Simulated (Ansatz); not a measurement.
The parent structure is Mg$_{2}$Ge in the anti-fluorite structure (space group Fm-3m, No. 225; a = 6.364 Å).

Calculations: PBEsol, PAW, 420 eV (Ansatz, an electronic-structure program; spin-orbit coupling left out), earlier PAW set.

Base values:

| Property | Result |
|---|---|
| Band gap | 0.08 eV |

One thing is altered: an isotropic linear strain of −5.76 %; the atoms relax in the strained cell.

Problem. What happens to the energy relative to the base and band gap?

Solution. The energy grows by 126 meV/atom; the band gap goes from 0.08 eV to zero.

Stability against distortions was not tested. All final runs are without spin polarisation. A zero or small gap of Mg2Ge can be the functional's error rather than a property of the material.
